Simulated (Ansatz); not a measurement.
The starting structures come from a database of crystals and need not be the phases stable at ambient conditions.

 Where the default PAW files enter, the runs use the earlier of Ansatz's two default sets.

Tunnelling through a barrier is set by its complex band structure: the current falls as exp(−2κd) with the smallest κ.

Given:

```xyz
11
Lattice="4.4980 0.0000 0.0000 -1.5067 6.2616 0.0000 -0.7533 3.1308 4.1384" Properties=species:S:1:pos:R:3 pbc="T T T"
Mg     0.7423     6.2616     2.5830
Mg     1.4957     3.1308     1.5555
P      3.7472     1.3770     0.0000
P     -0.7559     4.8846     0.0000
O      2.1454     4.5495     2.8789
O      0.0927     4.8429     1.2595
O     -0.6607     7.9737     2.8789
O      2.8987     1.4187     1.2595
O      0.0000     0.0000     0.0000
O      0.3832     2.3852     0.0000
O      2.6082     3.8764     0.0000
```

Space group of this cell: C2/m. The cell is taken as given; by r2SCAN its mean pressure is 1.5 GPa.

Transport runs along the normal of the first two printed cell vectors.

No gap correction and no spin-orbit coupling; mid-gap values are interpolated between computed energies.

Question: Give the band gap and the smallest decay constant κ at mid-gap that r2SCAN in Ansatz (an electronic-structure program) yields.

Answer: Gap 6.39 eV on a 8×8×8 mesh; κ = 0.464 1/Å, at the zone centre.
